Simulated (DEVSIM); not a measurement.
abrupt Si n-p junction

Structure: abrupt Si n-p junction, at 400 K.

| layer (left to right) | material | thickness (μm) | Nd (cm⁻³) | Na (cm⁻³) | τn (s) | τp (s) |
|---|---|---|---|---|---|---|
| 1 | Si | 15.0 | 4.3e17 | - | 1.6e-5 | 1.6e-5 |
| 2 | Si | 0.370 | - | 1.5e15 | 1.6e-5 | 1.6e-5 |

Left contact: ohmic. Right contact: ohmic. Voltage is applied to the left contact. Recombination: SRH at mid-gap, radiative. Mobility is constant in doping.

The device is made up for the run: typed textbook-type constants, with dimensions and the other settings drawn at random. Values at 300 K; Nc and Nv go as T^1.5, mobilities as T to minus their exponent, the gap by Varshni's rule with the affinity fixed.

```
parameter               Si
----------------  --------
gap (eV)             1.124
affinity (eV)         4.05
permittivity          11.7
Nc (cm⁻³)          2.86e19
Nv (cm⁻³)           3.1e19
μn (cm²/Vs)           1417
μp (cm²/Vs)            470
T exponent of μn       2.3
T exponent of μp       2.2
B (cm³/s)          4.7e-15
Varshni α (eV/K)  0.000473
Varshni β (K)          636
```

Simulated with DEVSIM: 1D drift-diffusion, Boltzmann statistics, complete ionisation; no tunnelling, impact ionisation, image-force lowering or self-heating.

The potential step across the device at zero bias is 0.580 V, the largest field in the device at zero bias is 44000 V/cm and the dark forward voltage at 1 A/cm² comes out as 0.142 V. The dark forward voltage at 100 A/cm² comes out as 0.344 V.

Dark reverse current:

```tsv
V (V)	J (A/cm²)
0.40	0.053
1.00	0.093
2.00	0.16
3.00	0.23
4.00	0.29
6.00	0.42
8.00	0.54
```

Dark forward current:

(V (V), J (A/cm²)): (-0.05, -0.074); (-0.10, -0.33); (-0.15, -1.2); (-0.20, -4.3); (-0.25, -14); (-0.30, -42); (-0.35, -110); (-0.40, -270); (-0.45, -570); (-0.50, -1000); (-0.55, -1700); (-0.60, -2500)
